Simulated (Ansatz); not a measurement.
**InAs (model structure, started from the h-BN type, P6₃/mmc, No. 194, 4 atoms in the cell): equilibrium volume per atom by level of theory**

No measured value is used here.

```json
[
 {"level (code)": "PBE (Ansatz)", "value (Å³/atom)": "28.54"},
 {"level (code)": "PBEsol (Ansatz)", "value (Å³/atom)": "27.12"},
 {"level (code)": "PBE-D3(BJ) (Ansatz)", "value (Å³/atom)": "___"}
]
```

Problem. What belongs in the gaps?

Solution. 
- PBE-D3(BJ) (Ansatz, an electronic-structure program), value (Å³/atom): 27.46

Ansatz's density-functional and Hartree–Fock values are scalar-relativistic unless marked +SOC, with PAW data made under PBE.

A model structure was made by putting elements into a prototype or built by hand; it is no filed structure, need not be a known phase, and can be a saddle point held by its symmetry.
